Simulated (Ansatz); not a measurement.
Data:

```xyz
3
Lattice="-1.2544 1.2544 5.3461 1.2544 -1.2544 5.3461 1.2544 1.2544 -5.3461" Properties=species:S:1:pos:R:3 pbc="T T T"
Cu     0.0000     0.0000     0.0000
Ni     0.0000     0.0000     3.5239
Ni     0.0000     0.0000     7.1684
```

Spin-polarised, with starting moments of sign Cu0 Ni+ Ni+.

Method: PBE (Ansatz, a first-principles code), scalar-relativistic without spin-orbit coupling. Settings: 20×20×20 k-points, 0.05 eV Fermi–Dirac smearing.

**Question.** Estimate the largest site moment.

**Answer.** 0.51 μB.

**Question.** What is the computed band gap?

**Answer.** Zero.

Other magnetic orders, which the real material may have, were not ruled out. These are small ordered cells, not random alloys; other orderings at the same x differ. Stability against distortions was not tested. The cell was made from Ni by this change: x(Cu) = 0.333, 3 atoms, I4/mmm.
